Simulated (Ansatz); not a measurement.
Results of LDA (Ansatz, a first-principles code, PAW) for Zr3N4 (R-3m, No. 166, 7 atoms in the cell; start mp-754353; a measured phase of this formula has another space group).

Settings: plane-wave cutoff 520 eV, 12×12×12 k mesh, Fermi–Dirac smearing 0.01 eV, scalar-relativistic PAW data made under PBE.

Cell (relaxed with PBEsol):

```cif
data_N12Zr9
_chemical_formula_sum 'Zr9 N12'
_space_group_name_H-M_alt 'R-3m :H'
_space_group_IT_number 166
_space_group_name_Hall '-R 3 2"'
_cell_length_a 3.41640
_cell_length_b 3.41640
_cell_length_c 25.00587
_cell_angle_alpha 90.000
_cell_angle_beta 90.000
_cell_angle_gamma 120.000
loop_
_atom_site_label
_atom_site_type_symbol
_atom_site_symmetry_multiplicity
_atom_site_Wyckoff_symbol
_atom_site_fract_x
_atom_site_fract_y
_atom_site_fract_z
_atom_site_occupancy
Zr1 Zr 6 c 0.00000 0.00000 0.22234 1
Zr2 Zr 3 a 0.00000 0.00000 0.00000 1
N1 N 6 c 0.00000 0.00000 0.37841 1
N2 N 6 c 0.00000 0.00000 0.13222 1
```
(The calculation used a cell of 7 atoms; values per cell refer to that cell.)

What does this level give for the band gap and smallest direct gap on the k points sampled?


* **band gap**: 0.98 eV
* **smallest direct gap on the k points sampled**: 1.01 eV

Note: cell and atoms aren't relaxed at this level (pressure -4.7 GPa).

Spin–orbit coupling is not included.

Computed values are for the static lattice.

A start named mp-… is a Materials Project structure, which need not be a measured phase.
